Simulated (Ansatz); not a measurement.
The starting structures come from a database of crystals and need not be the phases stable at ambient conditions.

Here is the system:

```
CsGeI3
1.0
    6.06593     0.00000     0.00000
    0.18267     6.06318     0.00000
    0.23272     0.22581     6.11949
Cs Ge I
1 1 3
Direct
  0.08901   0.08901   0.58661
  0.62735   0.62735   0.13414
  0.58838   0.58838   0.58077
  0.08007   0.59119   0.09324
  0.59119   0.08007   0.09324
```

Space group of this cell: Cm. The cell is taken as given.

Transport runs along the normal of the first two printed cell vectors.

The gap is the functional's own, uncorrected, and κ follows it; spin-orbit coupling is left out. Mid-gap values are interpolated between the computed energies.

Problem. Give the band gap and the smallest decay constant κ at mid-gap that r2SCAN run with Ansatz (an electronic-structure program) yields.

Solution. Gap 1.20 eV on a 6×6×6 mesh; κ = 0.110 1/Å, at (0.500, 0.500) of the in-plane reciprocal vectors. At the zone centre, at the nearest computed energy, the slowest state has κ = 0.18 1/Å.
